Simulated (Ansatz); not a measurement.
Base system: PbF$_{2}$ in the fluorite structure (space group Fm-3m, No. 225; a = 5.899 Å).

Calculations: PBEsol (Ansatz, a program for electronic structure), without spin-orbit coupling.

Strains are applied to the cell and any free atomic positions relax.

One change was made to it. Results:

| quantity | base | after |
|---|---|---|
| energy relative to the base (free energy F) | 0 meV/atom | +3.6 meV/atom |
| band gap | 4.31 eV | 4.31 eV |

Which change produced these results?
(A) isotropic strain −3.00 %
(B) isotropic strain +1.00 %
(C) isotropic strain +2.50 %
(D) isotropic strain +0.50 %

B, isotropic strain +1.00 %. For comparison, the energy relative to the base in the other runs: isotropic strain −3.00 % gives +37 meV/atom; isotropic strain +2.50 % gives +21 meV/atom; isotropic strain +0.50 % gives +0.9 meV/atom.

With Pb present, leaving out spin-orbit coupling can change the band edges. No phonon test of stability was made.
